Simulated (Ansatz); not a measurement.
The parent structure is InAgTe2 in the chalcopyrite structure (space group I-42d, No. 122; a = 6.569 Å, c = 12.999 Å). Axes: x, y, z lie along a, b, c of the conventional cell.

All numbers come from PBE (Ansatz, a first-principles code), no spin-orbit coupling.

Strains are applied to the cell and any free atomic positions relax; under biaxial strain the out-of-plane vector relaxes too.

One change was made to it. Results:

The energy goes up by 1.8 meV/atom; the volume per atom goes up by 0.348 Å³, from 35.06 Å³ to 35.40 Å³; the pressure (mean of the normal stresses, compression positive) goes from zero to -0.4 GPa.

**Question.** Which change produced these results?
(A) biaxial strain +2.25 %, plane normal [001], relaxed out of plane
(B) biaxial strain +1.50 %, plane normal [001], relaxed out of plane
(C) biaxial strain +3.00 %, plane normal [001], relaxed out of plane
(D) biaxial strain +0.75 %, plane normal [001], relaxed out of plane

**Answer.** B, biaxial strain +1.50 %, plane normal [001], relaxed out of plane. For comparison, the energy relative to the base in the other runs: biaxial strain +2.25 %, plane normal [001], relaxed out of plane gives +4.0 meV/atom; biaxial strain +0.75 %, plane normal [001], relaxed out of plane gives +0.5 meV/atom; biaxial strain +3.00 %, plane normal [001], relaxed out of plane gives +6.9 meV/atom.

Whether these cells are dynamically stable was not tested. The final runs are not spin-polarised. Gaps under 0.05 eV, about the width of the smearing, are given as zero.
